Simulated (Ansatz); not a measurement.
The parent structure is PtTe2 (space group P-3m1, No. 164; layered; relaxed with 0.1 eV smearing).

```xyz
3
Lattice="4.0526 0.0000 0.0000 -2.0263 3.5097 0.0000 0.0000 0.0000 5.0970" Properties=species:S:1:pos:R:3 pbc="T T T"
Te     2.0263     1.1699     3.7365
Te     0.0000     2.3398     1.3605
Pt     0.0000     0.0000     0.0000
```

Cartesian axes are those of the cell as printed.

The values are results of Ansatz (a quantum-chemistry and plane-wave program) PBE-D3(BJ), spin-orbit coupling left out, not measurements.

Base values:

Shortest interatomic distance: 2.707 Å
Pressure: 0.0 GPa

Now apply this change: biaxial strain −1.00 %, plane normal [001], relaxed out of plane (Cartesian); in-plane vectors clamped, the third vector and the atoms free.

**Question.** Predict the new shortest interatomic distance and pressure.

**Answer.** The shortest interatomic distance shrinks by 0.009 Å to 2.698 Å; the pressure (mean of the normal stresses, compression positive) goes from zero to 1.1 GPa.

Stability against distortions was not tested. All final runs are without spin polarisation.
